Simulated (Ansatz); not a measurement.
Results of rVV10 in Ansatz (PAW) for ZrAl3 (I4/mmm, No. 139).

Run with plane-wave cutoff 520 eV, 20×20×20 k mesh, Fermi–Dirac smearing 0.05 eV, scalar-relativistic PAW data made under PBE.

Energies at three volumes about the minimum:

```csv
V (Å³/atom),E − E_lowest (meV/atom)
17.113,2.34
17.462,0.00
17.811,2.18
```

**Question.** Fit a parabola by hand: where is the minimum, and what is the bulk modulus?

**Answer.** Slopes: (0.00 − 2.34)/(17.462 − 17.113) = -6.705 and (2.18 − 0.00)/(17.811 − 17.462) = 6.246 meV/Å³. Curvature E″ = 2 × (6.246 − (-6.705))/(17.811 − 17.113) = 37.109 meV/Å⁶. From the middle of the first interval, the slope vanishes at V0 = 17.2875 − (-6.705)/37.109 = 17.468 Å³/atom. B = V0 E″ = 17.468 × 37.109 meV/Å³ × 0.1602 GPa per meV/Å³ = 104 GPa. The full Birch–Murnaghan fit to all volumes gives V0 = 17.462 Å³/atom and B0 = 104 GPa.

Shape and atoms are relaxed at each volume.

Measured, for comparison: equilibrium volume per atom 17.28 Å³/atom (temperature not stated, copied from a table, unchecked, no zero-point or thermal correction; as tabulated in Acta Crystallographica Section B 48, 11 (1992)). Computed less measured: equilibrium volume per atom not scored (unchecked).

Ansatz is a first-principles code.
